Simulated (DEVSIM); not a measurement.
System: Schottky contact on p-type Si, at 300 K.

```csv
layer (left to right),material,thickness (μm),Na (cm⁻³),τn (s),τp (s)
1,Si,0.560,5.4e15,2.3e-5,2.3e-5
```

Left contact: Schottky, work function 4.354 eV, emission velocity 9.8e6 cm/s. Right contact: ohmic. Voltage is applied to the left contact. Recombination: SRH at mid-gap, radiative. Mobility is μmin + (μ − μmin)/(1 + (N/Nref)^α).

The device is made up for the run: typed textbook-type constants, with dimensions and the other settings drawn at random. Values at 300 K. The table also holds parameters that only a changed run uses.

```
parameter           Si
-------------  -------
gap (eV)         1.124
affinity (eV)     4.05
permittivity      11.7
Nc (cm⁻³)      2.86e19
Nv (cm⁻³)       3.1e19
μn (cm²/Vs)       1417
μp (cm²/Vs)        470
μn,min              52
μp,min              45
Nref,n          9.7e16
Nref,p          2.2e17
αn                0.68
αp                0.72
B (cm³/s)      4.7e-15
Cn (cm⁶/s)     2.8e-31
Cp (cm⁶/s)     9.9e-32
```

Simulated with DEVSIM: 1D drift-diffusion, Boltzmann statistics, complete ionisation; no tunnelling, impact ionisation, image-force lowering or self-heating. Metal contacts follow the ideal Schottky-Mott rule: no Fermi-level pinning, no interface dipoles.

Base results: dark forward voltage at 1 A/cm² (V) 0.385; potential step across the device at zero bias (V) 0.596; dark forward voltage at 100 A/cm² (V) 0.530; largest field in the device at zero bias (V/cm) 31000.

Problem. What follows from this one change: thickness of layer 1 0.56 → 0.11 μm?

Solution. dark forward voltage at 1 A/cm² 0.385 → 0.375 V; potential step across the device at zero bias little changed (0.596 V); dark forward voltage at 100 A/cm² 0.530 → 0.509 V; largest field in the device at zero bias 31000 → 59000 V/cm.

Problem. What follows from this one change: metal work function 4.354 → 4.204 eV?

Solution. dark forward voltage at 1 A/cm² 0.385 → 0.496 V; potential step across the device at zero bias 0.596 → 0.746 V; dark forward voltage at 100 A/cm² 0.530 → 0.626 V; largest field in the device at zero bias 31000 → 42000 V/cm.
